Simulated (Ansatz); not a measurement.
Response to strain in W

Take W in the bcc (W type) structure (space group Im-3m, No. 229) as the base.

```xyz
1
Lattice="-1.5846 1.5846 1.5846 1.5846 -1.5846 1.5846 1.5846 1.5846 -1.5846" Properties=species:S:1:pos:R:3 pbc="T T T"
W      0.0000     0.0000     0.0000
```

Cartesian axes are those of the cell as printed.

Strains are applied to the cell and any free atomic positions relax; under biaxial strain the out-of-plane vector relaxes too; under stress the whole cell relaxes.

Computed with r2SCAN (Ansatz, a quantum-chemistry and plane-wave program, PAW, without spin-orbit coupling).

Candidates:
(a) biaxial strain +0.25 %, plane normal [001], relaxed out of plane
(b) isotropic strain −2.19 %
(c) biaxial strain −2.72 %, plane normal [111], relaxed out of plane
(d) uniaxial strain ε_yy = +5.82 %
(e) uniaxial stress, 8 GPa compression along z

Notes on the quantities. energy relative to the base: free energy F.

### Question
Order them by energy relative to the base, lowest first.

### Answer
(a) biaxial strain +0.25 %, plane normal [001], relaxed out of plane (+0.4 meV/atom), (e) uniaxial stress, 8 GPa compression along z (+7.1 meV/atom), (c) biaxial strain −2.72 %, plane normal [111], relaxed out of plane (+40 meV/atom), (b) isotropic strain −2.19 % (+73 meV/atom), (d) uniaxial strain ε_yy = +5.82 % (+81 meV/atom)

Without a gap, meshes like the base's 21×21×21 leave anisotropic stresses uncertain by several tenths of a GPa, and small strain energies with them. Stability under load was not tested beyond the relaxation. All final runs are without spin polarisation.
